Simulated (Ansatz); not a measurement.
System: corundum Ga2O3 (metastable phase). Method: PBE0 (plane waves, PAW; Ansatz, a first-principles code).

Numerical settings: plane-wave cutoff 460 eV, 6×6×6 k mesh, Fermi–Dirac smearing 0.01 eV, scalar-relativistic PAW data made under PBE.

Cell (relaxed at this level):

Space group R-3c, hexagonal axes (No. 167); a = 4.9806 Å, b = 4.9806 Å, c = 13.4392 Å, α = 90.00°, β = 90.00°, γ = 120.00°

```csv
atom,site,symmetry,x,y,z
Ga,12c,3.,0.0000,0.0000,0.1446
O,18e,.2,0.3036,0.3036,0.7500
```
(The calculation used a cell of 10 atoms; values per cell refer to that cell.)

Problem. Predict the band gap and smallest direct gap on the k points sampled.

Solution. 
band gap: 5.36 eV (on the SCF k mesh) (indirect)
smallest direct gap on the k points sampled: 5.61 eV

Spin–orbit coupling is not included.
